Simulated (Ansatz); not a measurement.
Double-hcp La was calculated with LDA (Ansatz, a quantum-chemistry and plane-wave program, plane waves, PAW).

Input file:

Ansatz 0.2 input:
```yaml
crystal:
  lattice:
    - [1.7970580576, -3.11259586, 0.0]
    - [1.7970580576, 3.11259586, 0.0]
    - [0.0, 0.0, 11.5218990356]
  atoms:
    - { symbol: La, position: [0.0, 0.0, 0.5] }
    - { symbol: La, position: [0.0, 0.0, 0.0] }
    - { symbol: La, position: [0.3333333333, 0.6666666667, 0.25] }
    - { symbol: La, position: [0.6666666667, 0.3333333333, 0.75] }
basis:
  ecutwfc: 520
  ecutrho_ratio: 4
  xc_grid: 2
kpoints:
  mp_grid: { grid: [18, 18, 6] }
hamiltonian:
  xc: lda
  dispersion: none
  pseudopotentials: { kind: paw }
scf:
  occupations: { method: fermi_dirac, width: 0.05 }
  convergence: { dr2_threshold: 0.0000000004 }
output:
  forces: true
  stress: true
  eigenvalues: true
```

From the output:

```
Crystal: 4 atoms, lattice volume = 128.896 Å³
Basis set: ecut = 520 eV, 3523 PW (Γ), exchange–correlation on 54×54×180 points (8 copies of the dense FFT grid, shifted against one another)
Bands: 27, of which v1, the nominal top of the filled ones, is band 22 counted from 1 (21 counted from 0)
Symmetry: 24 space group operations
Space group: P63/mmc (ITA 194), of the structure as read, at distance tolerance 5.1e-5 Å
k-points: 148 of 1944
Functional: x = slater, c = lda
SCF iter   1: F=—  HF=-24304.636486 eV  |F-HF|=—  |Δ(HF+E_count)|=         —  Δρ=6.25e-3  dr2=4.63e-2
SCF iter   2: F=—  HF=-24304.627388 eV  |F-HF|=—  |Δ(HF+E_count)|=   9.10e-3  Δρ=3.53e-3  dr2=1.68e-2
  ...
SCF iter   7: F=—  HF=-24304.623896 eV  |F-HF|=—  |Δ(HF+E_count)|=   1.63e-8  Δρ=1.81e-6  dr2=6.53e-9
SCF iter   8: F=-24304.623896 eV  HF=-24304.623896 eV  |F-HF|=1.46e-11  |Δ(HF+E_count)|=  6.77e-10  Δρ=3.17e-7  dr2=1.09e-10
SCF 1 converged in 8 iterations: F = -24304.623896 eV  dr2 = 1.09e-10
SCF converged after 8 iterations
Free energy (F): -24304.623896 eV
Internal energy: -24304.576212 eV  (E = F + TS)
E sigma→0 (E₀):  -24304.600054 eV
Fermi energy:    12.734001 eV
--- Forces (eV/Å), atoms counted from 1 ---
  atom   1  La     0.00000000     0.00000000     0.00000000
  atom   2  La    -0.00000000     0.00000000    -0.00000000
  atom   3  La    -0.00000000    -0.00000000     0.00000000
  atom   4  La     0.00000000     0.00000000     0.00000000
--- Stress (GPa, compression-positive) ---
       -0.007895      -0.000000       0.000000
        0.000000      -0.007895       0.000000
        0.000000       0.000000      -0.014800
  P = ⅓ Tr σ = -0.0102 GPa (-0.102 kbar)
```

The PAW data were made under PBE.
